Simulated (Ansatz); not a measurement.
TiO₂ (P2₁/c, No. 14, 12 atoms in the cell; start mp-430; high-pressure phase) was calculated with HSE06 in Ansatz (PAW).

Input file:

Ansatz 0.2 input:
```yaml
crystal:
  lattice:
    - [4.7808229692, 0.0, -0.0084079896]
    - [0.0, 4.8614637284, 0.0]
    - [-0.8658494813, 0.0, 4.9268947339]
  atoms:
    - { symbol: Ti, position: [0.2786449002, 0.4449793844, 0.7136188134] }
    - { symbol: Ti, position: [0.7213550998, 0.5550206156, 0.2863811866] }
    - { symbol: Ti, position: [0.7213550998, 0.9449793844, 0.7863811866] }
    - { symbol: Ti, position: [0.2786449002, 0.0550206156, 0.2136188134] }
    - { symbol: O, position: [0.4437482534, 0.7414157086, 0.9694267123] }
    - { symbol: O, position: [0.5562517466, 0.2585842914, 0.0305732877] }
    - { symbol: O, position: [0.5562517466, 0.2414157086, 0.5305732877] }
    - { symbol: O, position: [0.4437482534, 0.7585842914, 0.4694267123] }
    - { symbol: O, position: [0.0652130828, 0.3278809592, 0.3466717357] }
    - { symbol: O, position: [0.9347869172, 0.6721190408, 0.6533282643] }
    - { symbol: O, position: [0.9347869172, 0.8278809592, 0.1533282643] }
    - { symbol: O, position: [0.0652130828, 0.1721190408, 0.8466717357] }
basis:
  ecutwfc: 460
  ecutrho_ratio: 4
  xc_grid: 2
kpoints:
  mp_grid: { grid: [6, 6, 4] }
hamiltonian:
  xc: hse06
  dispersion: none
  pseudopotentials: { azcp: { folder: ./paw }, kind: paw }
scf:
  occupations: { method: fermi_dirac, width: 0.01 }
  convergence: { dr2_threshold: 0.0000000012 }
output:
  forces: true
  stress: true
  eigenvalues: true
```

The run printed, among other lines:

```
WARN output.stress: scf.exx.energy_threshold = 1e-6 eV is looser than the 1.2e-7 eV advised for a stress under a hybrid functional (1e-8 eV for each atom of …
Crystal: 12 atoms, lattice volume = 114.474 Å³
Basis set: ecut = 460 eV, 2555 PW (Γ), exchange–correlation on 72×72×72 points (8 copies of the dense FFT grid, shifted against one another)
Bands: 60, of which v1, the nominal top of the filled ones, is band 48 counted from 1 (47 counted from 0)
Symmetry: 4 space group operations
Space group: P21/c (ITA 14), of the structure as read, at distance tolerance 4.9e-5 Å
k-points: 56 of 144
Initial density: superposition of atomic densities (chi_scale 0.1, normalization cell, long waves kept (reshape's long-wave potential 0.02 eV rms))
SCF iter   1: F=—  HF=-14554.309282 eV  |F-HF|=—  |Δ(HF+E_count)|=         —  Δρ=6.34e-2  dr2=4.44e0
SCF iter   2: F=—  HF=-14553.993947 eV  |F-HF|=—  |Δ(HF+E_count)|=   3.15e-1  Δρ=2.65e-2  dr2=4.57e-1
  ...
Crystal: 12 atoms, lattice volume = 114.474 Å³
Initial density: handed on by an earlier stage of this run
Crystal: 12 atoms, lattice volume = 114.474 Å³
SCF 3 converged in 7 iterations: F = -14551.178042 eV  dr2 = 4.22e-10
Crystal: 12 atoms, lattice volume = 114.474 Å³
SCF iter   3: F=—  HF=-14551.178042 eV  |F-HF|=—  |Δ(HF+E_count)|=   8.66e-9  Δρ=9.05e-7  dr2=1.23e-9
SCF iter   4: F=-14551.178042 eV  HF=-14551.178042 eV  |F-HF|=3.64e-12  |Δ(HF+E_count)|=  3.20e-10  Δρ=1.33e-7  dr2=2.55e-11
SCF 4 converged in 4 iterations: F = -14551.178042 eV  dr2 = 2.55e-11
Free energy (F): -14551.178042 eV
Internal energy: -14551.178042 eV  (E = F + TS)
E sigma→0 (E₀):  -14551.178042 eV
Fermi energy:    11.424443 eV
--- Forces (eV/Å), atoms counted from 1 ---
  atom   1  Ti    -0.23167287    -0.01448010    -0.11427353
  atom   2  Ti     0.23167287     0.01448010     0.11427353
  atom   3  Ti     0.23167287    -0.01448010     0.11427353
  atom   4  Ti    -0.23167287     0.01448010    -0.11427353
  atom   5  O      0.17126139    -0.02931621    -0.03619347
  atom   6  O     -0.17126139     0.02931621     0.03619347
  atom   7  O     -0.17126139    -0.02931621     0.03619347
  atom   8  O      0.17126139     0.02931621    -0.03619347
  atom   9  O      0.14339638    -0.03879819     0.08704806
  atom  10  O     -0.14339638     0.03879819    -0.08704806
  atom  11  O     -0.14339638    -0.03879819    -0.08704806
  atom  12  O      0.14339638     0.03879819     0.08704806
--- Stress (GPa, compression-positive) ---
       -1.005306       0.000000       0.054204
        0.000000      -0.827557      -0.000000
        0.054204      -0.000000      -0.815861
  P = ⅓ Tr σ = -0.8829 GPa (-8.829 kbar)
```

The PAW data were made under PBE.

Note: cell and atoms aren't relaxed at this level (largest force component 0.23 eV/Å, pressure -0.9 GPa).

A start named mp-… is a Materials Project structure, which need not be a measured phase.

Ansatz is a first-principles code.
